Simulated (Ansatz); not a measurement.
Input and output of a relaxation of the atoms for TiB2Mo (Amm2, 4 atoms in the cell) (Ansatz, a quantum-chemistry and plane-wave program).

Method of the run: LDA (PW92), default PAW files made with PBE (plane waves; Ansatz).

The change in words: one atom moved by 0.15 angstrom; relax: default → atoms; relax.f_tol: default → 0.02 eV/Å. Reference geometry:
```
CELL_PARAMETERS angstrom
      3.06714     0.00000     0.00000
      0.00000     1.58076     4.20052
      0.00000    -1.58076     4.20052
ATOMIC_POSITIONS crystal
  Ti 0.00000 0.14730 0.14730
  B  0.50000 0.55875 0.55875
  B  0.00000 0.43994 0.43994
  Mo 0.50000 0.85402 0.85402
```

Reference input (self-consistent single point, DFT, LDA (PW92), plane waves, default PAW files made with PBE): basis.ecutwfc = 420 eV; kpoints.mp_grid.grid = 11 11 11; hamiltonian.xc = lda; hamiltonian.pseudopotentials = {kind: paw} (the program's default PAW files); scf.occupations.method = gaussian; scf.occupations.width = 0.1 eV. This run's input differs from it in these lines:

```diff
@@ -6,3 +6,3 @@
   atoms:
-    - { symbol: Ti, position: [0.000000, 0.147300, 0.147300] }
+    - { symbol: Ti, position: [0.000000, 0.165155, 0.165155] }
     - { symbol: B, position: [0.500000, 0.558750, 0.558750] }
@@ -23,2 +23,4 @@
     width: 0.1 eV
+relax:
+  f_tol: 0.02
 output:
```

Output, abridged:

```
   [... SCF lines of the steps left out ...]
relax step   1: F+E_penalty+E_count = -7596.00148530 eV  Δ(F+E_penalty+E_count) = +0.000e0 eV  max|allowed force component| = 2.621e0 eV/Å  Δτ_max = 0.0000 Å  (6 SCF iters, dr2 threshold 1.00e-5 eV, accepted)
relax step   2: F+E_penalty+E_count = -7596.18897712 eV  Δ(F+E_penalty+E_count) = -1.875e-1 eV  max|allowed force component| = 6.260e-1 eV/Å  Δτ_max = 0.1254 Å  (6 SCF iters, dr2 threshold 1.00e-4 eV, accepted)
relax step   3: F+E_penalty+E_count = -7596.20064791 eV  Δ(F+E_penalty+E_count) = -1.167e-2 eV  max|allowed force component| = 1.257e-1 eV/Å  Δτ_max = 0.0225 Å  (6 SCF iters, dr2 threshold 2.45e-5 eV, accepted)
relax step   4: F+E_penalty+E_count = -7596.20136669 eV  Δ(F+E_penalty+E_count) = -7.188e-4 eV  max|allowed force component| = 2.374e-2 eV/Å  Δτ_max = 0.0058 Å  (6 SCF iters, dr2 threshold 9.88e-7 eV, accepted)
relax step   5: F+E_penalty+E_count = -7596.20139714 eV  Δ(F+E_penalty+E_count) = -3.044e-5 eV  max|allowed force component| = 4.963e-3 eV/Å  Δτ_max = 0.0013 Å  (6 SCF iters, accepted)
the relaxation is at rest under the 4 symmetry operations that the run kept from its start: a minimum is not shown …
Free energy (F): -7596.201397 eV
Internal energy: -7596.196903 eV  (E = F + TS)
E sigma→0 (E₀):  -7596.199150 eV
Entropy (-TS):   -0.004494 eV (-1.124 meV/atom)
Fermi energy:    17.225837 eV
--- Forces (eV/Å), atoms counted from 1 ---
  atom   1  Ti     0.00000000     0.00000000    -0.00496362
  atom   2  B      0.00000000     0.00000000     0.00040252
  atom   3  B      0.00000000     0.00000000     0.00412806
  atom   4  Mo     0.00000000     0.00000000     0.00043125
--- Stress (GPa, compression-positive) ---
       -7.972499       0.000000       0.000000
   [... lines left out ...]
  F+E_penalty+E_count = -7596.20139714 eV   max|allowed force component| = 4.963e-3 eV/Å
  atoms:
    - { symbol: Ti, position: [0.0, 0.15138957185544566, 0.15138957185544566] }
    - { symbol: B, position: [0.5, 0.5630504279273044, 0.5630504279273044] }
    - { symbol: B, position: [0.0, 0.4449375553869379, 0.4449375553869379] }
    - { symbol: Mo, position: [0.5, 0.8584874448303123, 0.8584874448303123] }
```

The run converged.  The full log also holds: “iter 5 did not close the SCF: its close was put off for the readings that it lacked (scf_convergence_deferred on its scf_iter line)”. The full log also holds: “iter 4 did not close the SCF: its close was put off for the readings that it lacked (scf_convergence_deferred on its scf_iter line)”.

Summary of the result:
Free energy E − TS (on the zero of these files): -7596.2014 eV
Fermi level (on the code's own zero): 17.23 eV
Pressure: -7.99 GPa
Largest force (vector length): 0.005 eV/Å
Relaxation steps: 5

The starting cell comes from a database of computed structures (which also holds hypothetical and non-ambient phases and stackings), without a prior relaxation at this level. Its lattice was rescaled by up to half a per cent. For this run, on top of that: one atom moved by 0.15 angstrom. Spin polarisation is off. The relaxation keeps the symmetry of its start, so its end need not be a minimum. Ansatz's pressure includes its estimate of the finite-basis (Pulay) stress.

Cost on one core of a shared machine: roughly 80 s.

Keys are those of Ansatz 0.2.
